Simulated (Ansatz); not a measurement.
**HfO2 (within 0.1 Å of P-42₁m, No. 113, 12 atoms in the cell; start mp-1224381; a measured phase of this formula has another space group)**

Computed with PBE0 in Ansatz (plane waves, PAW).

Settings: plane-wave cutoff 460 eV, 4×4×6 k mesh (along the axes of the cell as run), Fermi–Dirac smearing 0.01 eV, scalar-relativistic PAW data made under PBE.

Cell (relaxed with PBEsol):

Space group P-42₁m (No. 113); a = 5.1330 Å, b = 5.1330 Å, c = 4.8925 Å, α = 90.00°, β = 90.00°, γ = 90.00°

```csv
atom,site,symmetry,x,y,z
Hf,4e,..m,0.2800,0.2200,0.2718
O,2c,2.mm,0.0000,0.5000,0.4221
O,2b,-4..,0.5000,0.5000,0.5000
O,4e,..m,0.6747,0.1747,0.1063
```

```
Quantity                        Value
--------  ---------------------------
band gap  6.24 eV (on the SCF k mesh)
Γ–Γ gap                       6.53 eV
```

Note: cell and atoms aren't relaxed at this level (largest force component 0.11 eV/Å, pressure 2.3 GPa).

Spin–orbit coupling is not included.

Computing time: around 8 core-minutes (rough).

A start named mp-… is a Materials Project structure, which need not be a measured phase.

Ansatz is a program for electronic structure.
